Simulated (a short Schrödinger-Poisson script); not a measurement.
Structure: gated Al0.33Ga0.67N/GaN polarisation-induced gas, at 20 K.

| layer | material | thickness (nm) | Na (cm⁻³) |
|---|---|---|---|
| 1 | Al0.33Ga0.67N | 20 | - |
| 2 | GaN | 6000 | 3e15 |

The device is made up for the run: typed textbook-type constants, with dimensions and the other settings drawn at random. Al0.33Ga0.67N: permittivity 9.3, conduction-band edge (eV) 0.462, gap (eV) 4.09, electron mass (mₑ) 0.24, Nv at 300 K (cm⁻³) 4.6e19. GaN: permittivity 9.5, conduction-band edge (eV) 0, gap (eV) 3.43, Nv at 300 K (cm⁻³) 4.6e19.

Channel valleys (confinement mass, in-plane density-of-states mass, number): Γ 0.2, 0.2, 1. At the gate the conduction-band edge of layer 1 lies 1.27 eV − eVg above the Fermi level of the channel; the field vanishes at the back. Sheet of polarisation charge: +1.6e13 e/cm² at 20 nm from the gate. The barrier under the gate holds no holes. Gaps are held at their typed values at every temperature. Mesh 0.08 nm at interfaces.

Solved with a short Schrödinger-Poisson script written for these runs: 1D Poisson equation in equilibrium, electrons quantum, Hartree plus LDA exchange-correlation (BenDaniel-Duke, 40 states a valley, the channel's in-plane mass for all, wave functions free to enter the barrier), parabolic valleys, classical holes, full ionisation, no traps, pinning or gate leakage.

The same stack at other levels of the model or other numerical settings:

```csv
run,sheet density of all electrons at Vg = 0.5 V (cm⁻²),sheet density of all electrons at Vg = -3.5 V (cm⁻²),capacitance at Vg = 0.5 V (μF/cm²),centroid of the channel electrons at Vg = 0.5 V (nm),rough cost against the base
base,1.39e13,4.14e12,0.398,1.48,about 1
"electrons treated as classical, Boltzmann",1.48e13,4.54e12,0.410,0.11,0.01
"electrons treated as classical, Fermi-Dirac",1.38e13,4.16e12,0.388,1.39,0.05
"electrons treated as quantum, Hartree",1.38e13,4.05e12,0.397,1.62,0.6
mesh six times as coarse,1.39e13,4.14e12,0.398,1.42,0.3
one subband a valley,1.39e13,4.14e12,0.396,1.29,0.2
```

The classical rows ignore confinement, and Boltzmann statistics overrate the density once the band edge passes the Fermi level.
